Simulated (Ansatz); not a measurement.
Structures of equal composition on the (110) surface of bcc Mo: one row in 4 of the top plane missing; p(2x2), one Mo site of the top plane empty. The slabs share one bottom face, and each structure is named by its start. These are constructed structures in small cells; real faces may alloy, dewet or reconstruct in larger ones, and not all known structures of the face are among them. Slabs of about 11 Å, Fermi-Dirac smearing of 0.1 eV. Bottom of the slabs: a bare face, its two planes held. Relaxed from the named starts with such symmetry as they have, on meshes of like density; energies extrapolated to zero smearing; spin only where a row says so; no spin-orbit coupling, no U. Brackets mark spin-polarised runs, whose order is one that fits the cell. The cells differ, so small differences also carry the error of unlike k-meshes.

Computed with PBE (plane waves to 420 eV, PAW; Ansatz, a first-principles code).

**Question.** Rank these by energy per 1x1 cell (lowest first), as PBE gives it.

**Answer.** one row in 4 of the top plane missing (0.00 eV), p(2x2), one Mo site of the top plane empty (0.18 eV)
